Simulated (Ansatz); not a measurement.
Effect of pressure 22.5 GPa on BN

Start from BN in the zinc blende structure (space group F-43m, No. 216; a = 3.6247 Å).

Now apply this change: cell and atoms relaxed at a pressure of 22.5 GPa.

Method: DFT with PBE, PAW potentials and a 420 eV plane-wave cutoff in Ansatz (an electronic-structure program), no spin-orbit coupling. Γ-centred 16×16×16 mesh, Fermi–Dirac width 0.05 eV.

Volume per atom: 5.64 Å³ (base 5.95 Å³)
Density: 3.66 g/cm³ (base 3.46 g/cm³)
Lattice parameter a: 3.559 Å (base 3.625 Å)
Shortest interatomic distance: 1.541 Å (base 1.570 Å)
Enthalpy H = E + PV relative to the base's energy: +0.81 eV/atom
Band gap: 4.52 eV (base 4.46 eV)
Gap character: indirect, Γ → X (base indirect, Γ → X)
Smallest direct gap: 9.05 eV (base 8.79 eV)
Mean gap deformation potential ΔEg/Δln V: -1.0 eV
Width of the top valence band: 6.84 eV (base 6.45 eV)
Electron mass: 0.89 mₑ along k, 0.30 mₑ across (at X) (base 0.91 mₑ along k, 0.30 mₑ across (at X))
Hole mass (degenerate bands, along [100]): 0.52 mₑ (at Γ) (base 0.50, 0.53, 0.53 mₑ (at Γ))

Load acts through the strain it causes; cell and atoms are relaxed under it. Effective masses come from finite differences of ±0.01 Å⁻¹. Along k means along the line from Γ to the band edge. Whether these cells are dynamically stable was not tested. Competing high-pressure phases were not computed.
